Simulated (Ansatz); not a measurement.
Consider the energy of the reaction as written. Reaction: 6 C (graphite) + K (bcc) → cell A. Negative: the products are lower in energy.

Cell A: a layer of C (graphite, P6₃/mmc), 7 atoms, hexagonal cell of 4.27 Å (15.8 Å²), symmetry P6mm within 0.02 Å, 2.9 Å thick under 15 Å of vacuum, in-plane vectors held at the crystal's; planes from bottom to top: C6 | K, its two faces unlike (dipole correction applied); added, foreign or displaced atoms, above the top plane: K bound to 6 C at 3.24 Å; spin state with PBE: run without spin, k-point mesh 13×13×1.
```
KC6
1.0
    4.26944     0.00000     0.00000
   -2.13472     3.69744     0.00000
    0.00000     0.00000    18.29509
C K
6 1
Direct
  0.33329   0.33329   0.43247
  0.33329   0.00000   0.43247
  0.66671   0.00000   0.43247
  0.66671   0.66671   0.43247
  0.00000   0.66671   0.43247
  0.00000   0.33329   0.43247
  0.00000   0.00000   0.59157
```

Reference: C (graphite, P6₃/mmc), 12 atoms in the cell, the relaxed perfect crystal repeated, atoms not moved again, k-point mesh 13×13×6 on the run's own vectors.

Reference: K (bcc, Im-3m), 1 atom in the cell, k-point mesh 16×16×16 on the run's own vectors. Conventional cell: a = b = c = 5.174 Å, α = β = γ = 90.00°.

All numbers come from Ansatz (a quantum-chemistry and plane-wave program), plane waves with PAW, its PAW set soft_1, cutoff 420 eV, 500 eV for r2SCAN. The structures are at rest with PBE+D3(BJ), within the held lattices; other levels are single points on them. Neutral cells; Fermi-Dirac smearing of at most 0.10 eV in the solids, energies taken to zero width. The lattices are those relaxed with PBE+D3(BJ), so at other levels the solids can be strained, which adds to the spread. A dispersion term (D3(BJ), or D4 for r2SCAN) was computed beside these levels and is taken off wherever the name lacks it. Static lattices, no vibrational contributions. No structure search was made; lower ones may exist. No correction for cell size. Cell A has symmetry P6mm within 0.02 Å and got no random move, so less symmetric positions, which may lie lower, weren't tried.

Question: Predict the value from PBE.

Answer: -0.01 eV, for 6 C (graphite) + K (bcc) → cell A.

Question: List the value at the remaining levels and say how far they part.

Answer: 
| Functional | value (eV) | less PBE |
|---|---|---|
| PBE+D3(BJ) | 0.39 | 0.40 |
| r2SCAN | 0.05 | 0.06 |
| r2SCAN+D4 | 0.27 | 0.28 |

The levels shown span 0.40 eV, from PBE (-0.01) to PBE+D3(BJ) (0.39).
